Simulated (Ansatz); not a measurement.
Candidates (primitive cells; geometry: relaxed with this functional, without spin-orbit coupling):
A. NbAu$_{2}$ (P6/mmm), a = b = 4.6217 Å, c = 2.7283 Å, α = β = 90.00°, γ = 120.00°
B. LaTe (Fm-3m), a = b = c = 4.518 Å, α = β = γ = 60.00°
C. Ca₃GeN (Pm-3m), a = b = c = 4.756 Å, α = β = γ = 90.00°
D. MgAu (Pm-3m), a = b = c = 3.2571 Å, α = β = γ = 90.00°
E. TaN (P-62m), a = 5.180 Å, b = 5.180 Å, c = 2.895 Å, α = 90.00°, β = 90.00°, γ = 120.00°

Task: Order them by mean free path at 300 K (lowest first) at the level Ansatz (a first-principles code) with PBEsol, DFPT electron-phonon coupling, linearised Boltzmann equation.

Result: C (3.6 nm), B (6.3 nm), A (11.5 nm), D (16.6 nm), E (34 nm)

Metals; harmonic phonons alone scatter; means over directions. The mean free path is weighted by the current that each state carries. Halving the electron mesh moves these values by up to 9 %; q meshes are mostly untested. Some of the runs warned that the eigensolver left states short of its tolerance. Spin-orbit coupling is left out.

Formula and space group known from diffraction (Crystallography Open Database), not checked to be the room-temperature form: Ca3GeN (Pm-3m), LaTe (Fm-3m), MgAu (Pm-3m), NbAu2 (P6/mmm). The missing spin-orbit coupling matters most for MgAu (Pm-3m), NbAu2 (P6/mmm), TaN (P-62m).
